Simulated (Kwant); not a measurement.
System: wire with a side stub in a CdTe two-dimensional gas. Effective mass 0.096 mₑ, grid spacing 1.3 nm, hard walls, nominal width 40 nm (31 grid rows, so walls 41.6 nm apart), one parabolic valley, scattering region 120 nm long along x; energies count from the band bottom; Fermi energy swept from 0.0019585 to 0.023257 eV. Closed stub on one side, 45 nm wide and 55 nm deep.

Constants are typed, rounded textbook-type inputs, not results; the design itself was drawn at random and stands for no fabricated device.

Kwant, effective-mass tight-binding model on a square grid, one spin, coherent transport at 0 K. Conductance is in e²/h.

Density of the scattering states that come in from the left lead, at energy = 0.012697 eV, in bins, relative to the largest site value (x marks bins outside the device):

```
|xxxxxxxxxxxxx000001111112211000xxxxxxxxxxxxx|
|xxxxxxxxxxxxx001233333467765210xxxxxxxxxxxxx|
|xxxxxxxxxxxxx002344433468986310xxxxxxxxxxxxx|
|xxxxxxxxxxxxx002343210134554210xxxxxxxxxxxxx|
|xxxxxxxxxxxxx001222210001111000xxxxxxxxxxxxx|
|xxxxxxxxxxxxx000112233222110000xxxxxxxxxxxxx|
|xxxxxxxxxxxxx000112334444321000xxxxxxxxxxxxx|
|xxxxxxxxxxxxx001222222234443100xxxxxxxxxxxxx|
|xxxxxxxxxxxxx002454310013444200xxxxxxxxxxxxx|
|xxxxxxxxxxxxx013577531113443200xxxxxxxxxxxxx|
|xxxxxxxxxxxxx013577653223333100xxxxxxxxxxxxx|
|xxxxxxxxxxxxx001334332222222100xxxxxxxxxxxxx|
|00000000000000011100000000111100000000000000|
|00011222211101122222222111122221111111111111|
|22235666654222334567777543334444333333333333|
|22345667654322345678999764333333444444444444|
|22233334433221223345566543222222222222222222|
|22222212222211112222222222211122222222222222|
|22333344443222234444433333333333333333333333|
|22345677765322346789876554443333344444444444|
|22234566553211235678776543332222233333333333|
|00001111111000011122221111000000000000000000|
```
Scale: ten equal steps from 0.002 (start of '0') to 0.954 (end of '9'), in the order '0123456789'; x runs from -58.4 to 58.4, y from -17.4 (bottom) to 72.0 (top).

The conductance there is 1.85 e²/h with 2 open channel(s) in the leads.
